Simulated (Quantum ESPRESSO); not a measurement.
## Parameter sweep on Al3Ga (Pm-3m, 4 atoms in the cell)

```
Al3Ga
1.0
    4.00279     0.00000     0.00000
    0.00000     4.00279     0.00000
    0.00000     0.00000     4.00279
Al Ga
3 1
Direct
  0.50000   0.50000   0.00000
  0.00000   0.50000   0.50000
  0.50000   0.00000   0.50000
  0.00000   0.00000   0.00000
```

Base run A: Quantum ESPRESSO with PBEsol, PseudoDojo standard norm-conserving (PBESOL) pseudopotentials, self-consistent single point.

Its settings: ecutwfc = 80 Ry; occupations = smearing; smearing = cold; degauss = 0.0073499 Ry; potentials = {Al: Al.upf, Ga: Ga.upf}; K_POINTS = automatic 11 11 11 1 1 1; conv_thr = 1e-10 Ry; mixing_beta = 0.4.

The starting cell comes from a database of computed structures (which also holds hypothetical and non-ambient phases and stackings), without a prior relaxation at this level.

ΔF is the free energy per atom less that of run A. 

Run A gave: pressure (GPa) 1.59; TS (meV/atom) -0.4; k-points 56.

Runs:
- B: degauss, K_POINTS = 0.002205 Ry, automatic 8 8 8 1 1 1
- C: degauss, K_POINTS = 0.0073499 Ry, automatic 8 8 8 1 1 1
- D: degauss, K_POINTS = 0.02205 Ry, automatic 8 8 8 1 1 1
- E: degauss, K_POINTS = 0.002205 Ry, automatic 9 9 9 1 1 1
- F: degauss, K_POINTS = 0.0073499 Ry, automatic 9 9 9 1 1 1
- G: degauss, K_POINTS = 0.02205 Ry, automatic 9 9 9 1 1 1
- H: degauss, K_POINTS = 0.002205 Ry, automatic 11 11 11 1 1 1
- I: degauss, K_POINTS = 0.02205 Ry, automatic 11 11 11 1 1 1
- J: degauss, K_POINTS = 0.002205 Ry, automatic 13 13 13 1 1 1
- K: degauss, K_POINTS = 0.0073499 Ry, automatic 13 13 13 1 1 1
- L: degauss, K_POINTS = 0.02205 Ry, automatic 13 13 13 1 1 1

Problem. What does run G change against A?

Solution. The free energy goes up by 4.0 meV/atom and the pressure moves little (1.59 to 1.60 GPa).

Problem. What does run L change against A?

Solution. The free energy rises by 2.0 meV/atom and the pressure stays at 1.59 GPa.

```
run  ΔF (meV/atom)  pressure (GPa)  TS (meV/atom)  k-points
---  -------------  --------------  -------------  --------
A             0.00            1.59           -0.4        56
B              2.8            1.34            0.2        20
C              2.4            1.42            0.8        20
D             1.38            1.49           -0.9        20
E              5.9            1.85            0.0        35
F              5.7            1.73            0.5        35
G              4.0            1.60            2.0        35
H            -0.04            1.63            0.0        56
I             0.12            1.59            0.1        56
J             1.83            1.64            0.0        84
K             1.68            1.63            0.2        84
L             1.95            1.59            0.0        84
```
